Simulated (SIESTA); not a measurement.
SIESTA run on NiTe2 (P-3m1, 3 atoms in the cell): self-consistent single point.

Method: GGA PBEsol with spin-orbit coupling, numerical atomic orbitals DZP, PseudoDojo PBEsol fully relativistic norm-conserving potentials (rewritten from UPF to PSML) (SIESTA).

```
NiTe2
1.0
    3.92233     0.00000     0.00000
   -1.96116     3.39683     0.00000
    0.00000     0.00000     5.43799
Ni Te
1 2
Direct
  0.00000   0.00000   0.00000
  0.33333   0.66667   0.24192
  0.66667   0.33333   0.75808
```

Reference input (self-consistent single point, DFT, GGA PBEsol, numerical atomic orbitals DZP, PseudoDojo PBEsol standard norm-conserving potentials (rewritten from UPF to PSML)): XC.functional = GGA; XC.authors = PBEsol; potentials = PseudoDojo PBEsol standard; PAO.BasisSize = DZP; PAO.EnergyShift = 0.01 Ry; MeshCutoff = 300 Ry; kgrid.MonkhorstPack = 10 10 7; OccupationFunction = FD; ElectronicTemperature = 0.1 eV; MaxSCFIterations = 150; SCF.Mixer.Method = Pulay; SCF.Mixer.Weight = 0.2. This run's input differs from it in these lines:

```diff
@@ -1,2 +1,2 @@
-# files in the folder: Ni.psml Te.psml (PseudoDojo PBEsol standard)
+# files in the folder: Ni.psml Te.psml (PseudoDojo PBEsol fully relativistic)
 SystemName  NiTe2
@@ -35,2 +35,8 @@
 ElectronicTemperature        0.1 eV
+Spin                         spin-orbit
+%block DM.InitSpin
+  1 0.00 0.00 0.00
+  2 0.00 0.00 0.00
+  3 0.00 0.00 0.00
+%endblock DM.InitSpin
```

Log, with long lists cut:

```
        iscf     Eharris(eV)        E_KS(eV)     FreeEng(eV)     dDmax    Ef(eV) dHmax(eV)
   scf:    1   -10174.784373   -10222.807286   -10222.848939  0.670506 -1.805071 36.743015
     spin moment: {S} , |S| = {    0.00000    0.00000   -0.00000 }     0.00000
   scf:    2   -10175.119271   -10233.754481   -10233.808371  0.387992 -3.681374 26.735146
     spin moment: {S} , |S| = {   -0.00000   -0.00000   -0.00000 }     0.00000
   scf:    3   -10253.693132   -10246.744262   -10246.800698  0.101085 -3.377034  7.153781
     spin moment: {S} , |S| = {    0.00000   -0.00000   -0.00000 }     0.00000
   [... lines left out ...]
     spin moment: {S} , |S| = {    0.00000   -0.00000    0.00000 }     0.00000
   scf:   11   -10248.187863   -10248.188004   -10248.245876  0.000385 -3.437730  0.013889
     spin moment: {S} , |S| = {    0.00000   -0.00000   -0.00000 }     0.00000
   scf:   12   -10248.187969   -10248.188008   -10248.245880  0.000076 -3.438113  0.000124
     spin moment: {S} , |S| = {   -0.00000   -0.00000   -0.00000 }     0.00000
   scf:   13   -10248.188008   -10248.188008   -10248.245880  0.000009 -3.438207  0.000352
     spin moment: {S} , |S| = {    0.00000   -0.00000    0.00000 }     0.00000
SCF Convergence by DM+H criterion
max |DM_out - DM_in|         :     0.0000085607
max |H_out - H_in|      (eV) :     0.0003517558
SCF cycle converged after 13 iterations

Using DM_out to compute the final energy and forces

siesta: E_KS(eV) =           -10248.1880

siesta: E_KS - E_eggbox =    -10248.1880

siesta: Atomic forces (eV/Ang):
     1    0.000000    0.000000    0.000000
     2   -0.000283    0.000093    0.039335
     3    0.000283   -0.000093   -0.039335
   Tot   -0.000000    0.000000   -0.000000
   Max    0.039335
   Res    0.018543    sqrt( Sum f_i^2 / 3N )
   Max    0.039335    constrained

Stress tensor Voigt[x,y,z,yz,xz,xy] (kbar):       73.13       73.84       59.66       -0.00       -0.01        0.62
(Free)E + p*V (eV/cell)   -10251.3606
Target enthalpy (eV/cell)   -10248.2459

   [... lines left out ...]
siesta: FreeEng =    -10248.245880
siesta: Cell volume =         72.453020 Ang**3
siesta:         -68.87705712        -68.06808518  kBar
   [... lines left out ...]

Mulliken Atomic Populations:
Atom #   charge [q] valence [e]           S      Sx [e]      Sy [e]      Sz [e]  Species
     1     0.092147   17.907853    0.000000    0.000000    0.000000    0.000000  Ni
     2    -0.046074   16.046074    0.000000    0.000000   -0.000000    0.000000  Te
     3    -0.046074   16.046074    0.000000   -0.000000   -0.000000   -0.000000  Te
 Total     0.000000                0.000000    0.000000   -0.000000    0.000000
```

The run converged in 13 iterations. Against the reference run the pressure goes from -7.10 to -6.89 GPa and the largest force goes from 0.009 to 0.039 eV/Å.

The starting cell comes from a database of computed structures (which also holds hypothetical and non-ambient phases and stackings), without a prior relaxation at this level. Its lattice was rescaled by a random factor within 2.5 % of one. Values carry the incompleteness of an atom-centred basis. With a pressure of about -7 GPa the cell is away from its equilibrium volume at this level.

Cost on one core of a shared machine: roughly 3 min.
